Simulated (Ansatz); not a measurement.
## NH4Br (P-43m, No. 215, 6 atoms in the cell; start COD 1008127)

All values below come from dielectric-dependent PBEsol hybrid in Ansatz (plane waves, PAW).

Numerical settings: plane-wave cutoff 460 eV, 6×6×6 k mesh, Fermi–Dirac smearing 0.01 eV, scalar-relativistic PAW data made under PBE.

Cell (measured lattice):

Space group P-43m (No. 215); a = b = c = 4.0000 Å, α = β = γ = 90.00°

```csv
atom,site,symmetry,x,y,z
N,1a,-43m,0.0000,0.0000,0.0000
Br,1b,-43m,0.5000,0.5000,0.5000
H,4e,.3m,0.1480,0.1480,0.1480
```

```json
{
 "band_gap": "6.57 eV (on the SCF k mesh) (indirect)",
 "smallest_direct_gap_on_the_k_points_sampled": "6.67 eV"
}
```

Note: the file's cell can be that of a phase stable at another temperature; cell and atoms aren't relaxed at this level (largest force component 0.13 eV/Å, pressure 0.4 GPa).

Spin–orbit coupling is not included.

Computed values are for the static lattice.

It cost roughly 80 core-seconds of CPU time.

Ansatz is a first-principles code.
